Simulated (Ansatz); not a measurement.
L1₂ (Cu3Au-type) Ni₃Fe, treated with RPBE (Ansatz, a program for electronic structure, PAW).

Output (set-up and result lines):

```
Crystal: 4 atoms, lattice volume = 45.850 Å³
Basis set: ecut = 520 eV, 1237 PW (Γ), exchange–correlation on 54×54×54 points (8 copies of the dense FFT grid, shifted against one another)
Bands: 46, of which v1, the nominal top of the filled ones, is band 35 counted from 1 (34 counted from 0)
Symmetry: 48 space group operations
Space group: Pm-3m (ITA 221), of the structure as read, at distance tolerance 3.6e-5 Å
k-points: 165 of 4096
Initial density: superposition of atomic densities (chi_scale 0.1, normalization cell)
Functional: x = rpbe, c = pbe(β = 0.06672455060314922)
spin=Collinear: Kerker preconditioning applied to the charge; magnetization (m = ρ↑ − ρ↓) channel mixes plain (no charge-response kernel on spin).
SCF 1 converged in 16 iterations: F = -22019.901456 eV  dr2 = 2.61e-11
SCF converged after 16 iterations
Magnetization: 4.9079 μB (37.4539 up, 32.5461 down)
Free energy (F): -22019.901456 eV
Internal energy: -22019.876423 eV  (E = F + TS)
E sigma→0 (E₀):  -22019.888940 eV
Fermi energy:    17.783382 eV
--- Forces (eV/Å), atoms counted from 1 ---
  atom   1  Fe    -0.00000000    -0.00000000     0.00000000
  atom   2  Ni     0.00000000     0.00000000    -0.00000000
  atom   3  Ni    -0.00000000    -0.00000000    -0.00000000
  atom   4  Ni     0.00000000    -0.00000000     0.00000000
--- Stress (GPa, compression-positive) ---
       -0.000617       0.000000       0.000000
       -0.000000      -0.000617       0.000000
        0.000000       0.000000      -0.000617
  P = ⅓ Tr σ = -0.0006 GPa (-0.006 kbar)
```

Q: Write an input file that could have produced this run (the log leaves some choices open).

A: One answer among several that fit: 
Ansatz 0.2 input:
```yaml
crystal:
  lattice:
    - [3.5791599774, 0.0, 0.0]
    - [0.0, 3.5791599774, 0.0]
    - [0.0, 0.0, 3.5791599774]
  atoms:
    - { symbol: Fe, position: [0.0, 0.0, 0.0], spin: 3.0 }
    - { symbol: Ni, position: [0.0, 0.5, 0.5], spin: 0.7 }
    - { symbol: Ni, position: [0.5, 0.0, 0.5], spin: 0.7 }
    - { symbol: Ni, position: [0.5, 0.5, 0.0], spin: 0.7 }
basis:
  ecutwfc: 520
  ecutrho_ratio: 4
  xc_grid: 2
kpoints:
  mp_grid: { grid: [16, 16, 16] }
hamiltonian:
  xc: rpbe
  dispersion: none
  pseudopotentials: { kind: paw }
scf:
  occupations: { method: fermi_dirac, width: 0.05 }
  convergence: { dr2_threshold: 0.0000000004 }
output:
  forces: true
  stress: true
  eigenvalues: true
magnetization:
  spin_polarized: true
```

The PAW data were made under PBE.

Computing time: roughly 60 core-seconds.
